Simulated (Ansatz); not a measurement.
Cell and atoms of amorphous In24O37Ag2:

```xyz
63
Lattice="9.6273 -0.3899 0.1104 -0.3899 9.9059 -0.2358 0.1104 -0.2358 9.4411" Properties=species:S:1:pos:R:3 pbc="T T T"
In     2.9754     9.4704     1.5146
In     9.1588     8.0208     1.6113
In     4.8762     4.9583     8.6516
In     7.0184     1.4299     2.2180
In     6.7298     5.4281     1.7648
In     3.2373     1.8452     5.1629
In     7.9174     3.0188     8.9567
In     8.0647     6.7126     4.5123
In     0.3592     0.6550     4.2782
In     8.8456     6.1920     7.9995
In     2.6201     6.1084     2.0575
In     3.1669     5.0566     5.6608
In     4.8400     1.0730     8.4768
In    -0.0532     4.6224     2.9733
In     5.5759     7.3932     6.4575
In     0.7065     0.0068     7.6662
In     6.9076     0.6780     6.0018
In     1.8833     7.9721     4.8295
In     6.2823     3.7680     5.1843
In     2.7033     7.5532     8.1750
In     1.8951     3.6007     8.5566
In     9.4287     2.9915     6.0641
In     0.9690     2.0708     1.6296
In     5.4237     8.0773     3.0579
O      6.8805     7.6792     1.4760
O      7.0522     5.0000     9.0770
O      4.8562     7.1855     8.5888
O      3.2721    -0.2594     9.0848
O      6.5165     1.7215     0.1631
O      9.0951     0.6356     6.2944
O      2.3551     1.0341     2.8684
O     -0.0556     4.5366     7.9360
O      8.7493     8.2208     8.9820
O      1.7609     5.8001     4.0541
O      5.4465    -0.0800     2.0988
O      6.1531     6.0584     3.7383
O      5.2211     5.0963     6.4807
O      8.7464     6.0534     2.3878
O      0.9020     7.8172     6.9795
O      7.6329     6.9078     6.5283
O      7.9402     3.4207     1.7693
O      0.7378     1.7779     8.9618
O      3.9578     2.9584     9.0598
O      1.4747     4.2160     1.3919
O      2.8127     5.4202     8.0024
O      7.4051     2.7122     6.8551
O      4.5280     5.5039     1.3657
O      6.8633     1.9184     4.2307
O      1.9930     3.2824     6.3315
O      0.4942     2.7737     3.9227
O      4.1899     3.5406     4.3248
O      6.3978     8.6401     4.8028
O      5.9047     9.3543     7.5082
O      9.0280     0.2775     2.3552
O      3.2925     7.9780     3.0812
O      0.0075     8.4565     3.7599
O      8.4057     4.5614     4.8944
O      2.0464     0.1744     5.6816
O      3.4858     7.2689     6.0023
O      4.8760     1.3720     6.3902
O      1.6411     7.7151     0.8616
Ag     4.0975     3.1883     2.0181
Ag     6.5136     8.4221     9.2090
```

These are PBE, scalar-relativistic without spin-orbit coupling (plane waves to 420 eV, PAW; Ansatz, a quantum-chemistry and plane-wave program) values and carry that method's errors.

Preparation: random packing, a CHGNet melt and quench, and a DFT relaxation. O atoms were pushed apart under 1.9 Å during the dynamics, to hinder bonds among them. The hot cell started wider than the set density and was brought back towards it in steps. It is the lowest in DFT energy of 2 quenches. It is a model cell: composition and starting density were chosen by hand, and all elements were melted together. No dispersion term was used. Its density started from a set value of 6.59 and ended at 6.59 g/cm³. The quench (nominally 280 K/ps over its main leg) was far faster than any real one, so the model tends to hold more defects than a real film. One small periodic cell is one sample of the glass; other quenches scatter about these values. The volume was held where the preparation left it and the shape relaxed, at a PBE pressure of -0.8 GPa (tension). Stress components on the final sampling reach 0.9 GPa. On a 2×2×2 Γ-centred mesh force components of up to 1.03 eV/Å stay, since the relaxation ran on the zone centre alone.

Bonds are counted up to In-In 3.12 Å, In-O 2.74 Å, In-Ag 3.16 Å, O-O 1.58 Å, O-Ag 2.53 Å, Ag-Ag 3.19 Å. Two cations that share two anions don't count as bonded, nor two that share one unless they lie closer than In-In 3.04 Å, In-Ag 3.07 Å, Ag-Ag 3.10 Å.

**Question.** Give the coordination numbers, mean bond lengths and angles.

**Answer.** 
```
Item                                                              Result
---------------------------------  -------------------------------------
Mean coordination of In by anions            5.58 (10 with 5, 14 with 6)
Mean coordination of O                        3.81 (7 with 3, 30 with 4)
Mean coordination of Ag by anions              3.50 (1 with 3, 1 with 4)
Mean In-O bond                     2.227 Å (spread 0.101 Å, 134 counted)
Mean O-Ag bond                       2.238 Å (spread 0.159 Å, 7 counted)
Bond angle at In                               mean 104.9°, spread 29.0°
Bond angle at O                                mean 109.7°, spread 17.3°
Bond angle at Ag                               mean 112.4°, spread 36.5°
```

**Question.** List the pairs of like atoms that count as bonded by the rules above.

**Answer.** There are none by these rules.
